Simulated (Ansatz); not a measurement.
Consider the following.

```
Sn
1.0
    0.01845     3.23724     3.23724
    3.23724     0.01845     3.23724
    3.25569     3.25569     0.00000
Sn
2
Direct
  0.00098   0.00098   0.99902
  0.24902   0.24902   0.25098
```

No spin polarisation.

Calculations: Kohn–Sham DFT with the LDA functional, run in Ansatz (a first-principles code) with PAW and 420 eV plane waves, without spin-orbit coupling. Γ-centred 16×16×16 mesh, Fermi–Dirac width 0.1 eV.

**Question.** Predict the stress and band gap.

**Answer.** The stress (xx, yy, zz, yz, xz, xy; compression positive) comes out as (0.0, 0.0, 0.0, 0.0, 0.0, -0.3) GPa and the band gap is zero.

The cells carry an imposed strain or load. No phonon test of stability was made. The cell was made from Sn in the diamond structure (space group Fd-3m, No. 227) by this change: tensor shear ε_xy = +0.57 %.
